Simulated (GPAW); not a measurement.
Band structure of AlP (F-43m, 2 atoms in the cell).

```
AlP
1.0
    0.00000     2.69598     2.69598
    2.69598     0.00000     2.69598
    2.69598     2.69598     0.00000
Al P
1 1
Direct
  0.00000   0.00000   0.00000
  0.75000   0.75000   0.75000
```

Level of theory: PBE, GPAW PAW datasets PBE (gpaw-data 1.0.1) (plane waves; GPAW).

Settings: mode = pw; ecut = 600 eV; xc = PBE; kpts = 6 6 6; mesh shift (steps) = 0.5 0.5 0.5; occupations.name = fermi-dirac; occupations.width = 0 eV; nbands = -12; convergence.forces = 0.001 eV/Å; convergence.bands = -10; symmetry.symmorphic = false; symmetry.tolerance = 0.0005; maxiter = 120; bandpath_npoints = 50.

The starting cell comes from a database of computed structures (which also holds hypothetical and non-ambient phases and stackings), without a prior relaxation at this level. Its lattice was rescaled by a random factor within 2.5 % of one.

Q: Predict the gap along the standard path and the places of the band edges.

A: The gap along the path is 1.50 eV, from Γ to X; the smallest direct gap on it is 3.63 eV.

Levels in eV from the top of the valence band on the SCF mesh, bands 1 to 8:
```tsv
point	1	2	3	4	5	6	7	8
Γ	-11.66	0.07	0.07	0.07	3.70	4.68	4.68	4.68
X	-9.18	-5.37	-2.11	-2.11	1.57	2.53	11.47	11.47
W	-9.12	-4.94	-3.24	-2.87	4.40	6.19	6.24	6.58
K	-9.21	-5.06	-3.50	-1.73	2.47	5.25	8.68	9.02
L	-9.88	-5.63	-0.71	-0.71	3.03	4.89	4.89	8.46
U	-9.21	-5.06	-3.50	-1.73	2.47	5.25	8.68	9.02
```
